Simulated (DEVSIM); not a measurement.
Device: TaN/SiO2/p-Ge capacitor, at 300 K.

Layer 1 from the left is SiO2, thickness (nm) 9.40. Layer 2 from the left is Ge, thickness (nm) 3800, Na (cm⁻³) 2.4e16.

Metal gate on the left, work function 4.4 eV. Fixed charge at the semiconductor interface 0 cm⁻² (in units of +e); interface traps 1e12 cm⁻² eV⁻¹, uniform in energy, neutral level at 0.3 of the gap above the valence band.

Constants are typed, rounded textbook-type inputs, not results; the design itself was drawn at random and stands for no fabricated device. Values at 300 K.

SiO2: gap (eV) 9, affinity (eV) 0.9, permittivity 3.9. Ge: gap (eV) 0.664, affinity (eV) 4, permittivity 16, Nc (cm⁻³) 1.04e19, Nv (cm⁻³) 6e18.

Model (solved in DEVSIM): 1D Poisson equation in equilibrium, Boltzmann statistics, complete ionisation; no quantum confinement or tunnelling. Metal contacts follow the ideal Schottky-Mott rule: no Fermi-level pinning, no interface dipoles.

Question: What does the simulation give for the threshold voltage (band bending 2φF), the flat-band voltage, the minimum of the low-frequency capacitance?

Answer: threshold voltage (band bending 2φF) 0.55 V; flat-band voltage -0.15 V; minimum of the low-frequency capacitance 0.155 μF/cm².
